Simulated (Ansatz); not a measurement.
The parent structure is InSb in the zinc blende structure (space group F-43m, No. 216; a = 6.450 Å). Axes: x, y, z lie along the cube axes.

Computed with Ansatz (a first-principles code), LDA, PAW, cutoff 420 eV, without spin-orbit coupling.

Strains are applied to the cell and any free atomic positions relax.

One change was made to it. Results:

```json
[
 {"quantity": "energy relative to the base (free energy F)", "base": "0 meV/atom", "after": "+4.2 meV/atom"},
 {"quantity": "pressure (mean of the normal stresses, compression positive)", "base": "0.0 GPa", "after": "-1.1 GPa"}
]
```

### Question
What was done to the base?
A. uniaxial strain ε_zz = +2.50 %
B. uniaxial strain ε_zz = −0.50 %
C. uniaxial strain ε_zz = +2.00 %
D. uniaxial strain ε_zz = −1.00 %
E. uniaxial strain ε_zz = +1.50 %

### Answer
A, uniaxial strain ε_zz = +2.50 %. For comparison, the energy relative to the base in the other runs: uniaxial strain ε_zz = +1.50 % gives +1.5 meV/atom; uniaxial strain ε_zz = −1.00 % gives +0.7 meV/atom; uniaxial strain ε_zz = +2.00 % gives +2.7 meV/atom; uniaxial strain ε_zz = −0.50 % gives +0.2 meV/atom.

Whether these cells are dynamically stable was not tested. The final runs are not spin-polarised.
